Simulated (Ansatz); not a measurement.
**How a calculation on LiNbO3 (R3c, 10 atoms in the cell) responds to its settings**

```
CELL_PARAMETERS angstrom
      2.63078     1.51888     4.63178
     -2.63078     1.51888     4.63178
      0.00000    -3.03776     4.63178
ATOMIC_POSITIONS crystal
  Li 0.28750 0.28750 0.28750
  Li 0.78750 0.78750 0.78750
  Nb 0.01280 0.01280 0.01280
  Nb 0.51280 0.51280 0.51280
  O  0.74643 0.14093 0.36263
  O  0.36263 0.74643 0.14093
  O  0.14093 0.36263 0.74643
  O  0.86263 0.64093 0.24643
  O  0.24643 0.86263 0.64093
  O  0.64093 0.24643 0.86263
```

Base run A: Ansatz (a quantum-chemistry and plane-wave program) with PBE, PAW files, self-consistent single point.

Its settings: basis.ecutwfc = 420 eV; kpoints.mp_grid.grid = 5 5 5; kpoints.mp_grid.shift = 0.5 0.5 0.5; hamiltonian.xc = pbe; hamiltonian.pseudopotentials = {kind: paw} (the program's default PAW files); scf.occupations.method = methfessel_paxton; scf.occupations.width = 0.05 eV.

The starting cell was generated: these elements placed on a structure prototype, without a prior relaxation; it need not be a known phase or ordering of this composition. Its lattice was rescaled by a random factor within 2.5 % of one. Ansatz's pressure includes its estimate of the finite-basis (Pulay) stress. The shifted mesh does not hold Γ, so a gap read on it misses any band edge there.

ΔF is the free energy per atom less that of run A. 

The first pressure column holds Ansatz's estimate of the finite-basis (Pulay) stress, which hides part of the cutoff error; the other is without it.

In some runs the Pulay estimate is large (up to 67 GPa), a sign of a cutoff far from converged.

Run A gave: pressure (GPa) -0.37; largest force (eV/Å) 0.445; gap on the mesh (eV) 3.103; pressure at a fixed set of plane waves (GPa) -0.72.

Runs:
- B: lattice scaled by 0.97
- C: lattice scaled by 0.97; basis.ecutwfc: 420 eV → 250 eV
- D: lattice scaled by 0.985
- E: lattice scaled by 0.985; basis.ecutwfc: 420 eV → 250 eV
- F: lattice scaled by 1.015
- G: lattice scaled by 1.015; basis.ecutwfc: 420 eV → 250 eV
- H: lattice scaled by 1.03
- I: lattice scaled by 1.03; basis.ecutwfc: 420 eV → 250 eV
- J: basis.ecutwfc: 420 eV → 250 eV

Question: What does run H change against A?

Answer: The free energy rises by 52.8 meV/atom, the pressure goes from -0.37 to -14.85 GPa, the largest force goes from 0.445 to 1.045 eV/Å and the gap on the mesh goes from 3.103 to 2.751 eV.

Question: What does run E change against A?

Answer: The free energy rises by 899 meV/atom, the pressure goes from -0.37 to 7.65 GPa, the largest force goes from 0.445 to 0.795 eV/Å and the gap on the mesh goes from 3.103 to 3.335 eV.

Question: What does run D change against A?

Answer: The free energy rises by 13.5 meV/atom, the pressure goes from -0.37 to 9.55 GPa, the largest force goes from 0.445 to 0.731 eV/Å and the gap on the mesh goes from 3.103 to 3.287 eV.

```tsv
run	ΔF (meV/atom)	pressure (GPa)	largest force (eV/Å)	gap on the mesh (eV)	pressure at a fixed set of plane waves (GPa)
A	0.00	-0.37	0.445	3.103	-0.72
B	59.4	21.70	1.314	3.476	21.31
C	942.7	20.17	1.475	3.527	-46.48
D	13.5	9.55	0.731	3.287	9.18
E	899.4	7.65	0.795	3.335	-55.84
F	14.4	-8.40	0.759	2.923	-8.74
G	917.3	-11.10	0.650	2.941	-69.23
H	52.8	-14.85	1.045	2.751	-15.18
I	963.8	-17.84	1.101	2.730	-73.49
J	892.2	-2.99	0.223	3.134	-63.31
```

Keys are those of Ansatz 0.2.
